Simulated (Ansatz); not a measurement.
The reference is AlRu in the CsCl type structure (space group Pm-3m, No. 221; a = 2.955 Å; relaxed with 0.1 eV smearing).

Calculations: DFT with LDA, PAW potentials and a 420 eV plane-wave cutoff in Ansatz (a program for electronic structure), no spin-orbit coupling.

Base values:

The pressure is 0.0 GPa.

The change: an isotropic linear strain of +0.50 %; the atoms relax in the strained cell.

Task: Predict the new energy relative to the base and pressure.

Result: The energy grows by 2.1 meV/atom; the pressure goes from zero to -3.3 GPa.

Whether these cells are dynamically stable was not tested. The final runs are not spin-polarised.
